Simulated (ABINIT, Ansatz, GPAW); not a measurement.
## One structure in several programs: Mo3Si (Pm-3n, 8 atoms in the cell)

Self-consistent single point.

```
Mo3Si
1.0
    4.93890     0.00000     0.00000
    0.00000     4.93890     0.00000
    0.00000     0.00000     4.93890
Si Mo
2 6
Cartesian
  2.46945   2.46945   2.46945
  0.00000   0.00000   0.00000
  1.23473   0.00000   2.46945
  2.46945   1.23473   0.00000
  2.46945   3.70418   0.00000
  3.70418   0.00000   2.46945
  0.00000   2.46945   3.70418
  0.00000   2.46945   1.23473
```

Shared settings, as Ansatz (a first-principles code) writes them: kpoints.mp_grid.grid = 3 3 3; scf.occupations.method = gaussian; scf.occupations.width = 0.0147 Ry. Potentials and cutoffs stand in the table.

```tsv
code	model	pressure (GPa)	cutoff
GPAW	PBE, GPAW PAW datasets PBE (gpaw-data 1.0.1)	-5.52	600 eV
Ansatz	PBE, default PAW files	-5.52	30.9 Ry
ABINIT	PBE, norm-conserving pseudopotentials (PseudoDojo nc-sr-05 PBE standard)	-5.29	1088 eV
```

On Ansatz's run: spin polarisation is off.

The spread over the programs that give each value: pressure within 0.23 GPa.

Ansatz's pressure is given at a fixed set of plane waves, as the other plane-wave codes print theirs; with its correction for the finite basis it is -5.48 GPa.

On the base mesh (5 5 5) the same programs gave: Ansatz pressure -5.23 GPa; ABINIT pressure -5.00 GPa; GPAW pressure -5.24 GPa.

The starting cell has typed, rounded lattice constants, without a prior relaxation at this level. Its lattice was rescaled by a random factor within 2.5 % of one.

Left out of this page: Elk (not drawn, or without a comparable value).

Keys are those of Ansatz 0.2.
